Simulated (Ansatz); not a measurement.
Structures of equal composition on the (110) surface of bcc Mo: a layer of V in place of the second plane; a layer of V in place of the third plane. The slabs share one bottom face, and each structure is named by its start. These are constructed structures in small cells; real faces may alloy, dewet or reconstruct in larger ones, and not all known structures of the face are among them. Slabs of about 11 Å, Fermi-Dirac smearing of 0.1 eV. Bottom of the slabs: a bare face, its two planes held. Relaxed from the named starts with such symmetry as they have, on meshes of like density; energies extrapolated to zero smearing; spin only where a row says so; no spin-orbit coupling, no U. Brackets mark spin-polarised runs, whose order is one that fits the cell.

The numbers are results of PBE (plane waves to 420 eV, PAW; Ansatz, a program for electronic structure), not measurements.

Question: Put the candidates in order of energy per 1x1 cell, lowest first, for PBE.

Answer: a layer of V in place of the second plane (0.000 eV [spin start, no net moment]), a layer of V in place of the third plane (0.044 eV [spin start, no net moment])
